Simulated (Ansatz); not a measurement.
**Hf$_{2}$BS (space group P6_3/mmc, No. 194; a hypothetical phase, not in the database extracts checked)**

```
CELL_PARAMETERS angstrom
      3.48385     0.00000     0.00000
     -1.74192     3.01710     0.00000
      0.00000     0.00000    12.15154
ATOMIC_POSITIONS crystal
  Hf 0.33333 0.66667 0.39620
  Hf 0.66667 0.33333 0.60380
  Hf 0.66667 0.33333 0.89620
  Hf 0.33333 0.66667 0.10380
  B  0.00000 0.00000 0.50000
  B  0.00000 0.00000 0.00000
  S  0.66667 0.33333 0.25000
  S  0.33333 0.66667 0.75000
```

All numbers come from PBE, PAW, 420 eV (Ansatz, a first-principles code; no spin-orbit coupling). Γ-centred 15×15×4 mesh, Fermi–Dirac width 0.05 eV.

```json
{
  "volume_per_atom": "15.97 Å³",
  "density": "10.40 g/cm³",
  "band_gap": "zero",
  "total_energy": "-8126.364 eV/atom (σ→0; compares only within this code and set-up)"
}
```

No phonon test of stability was made. The final runs are not spin-polarised.
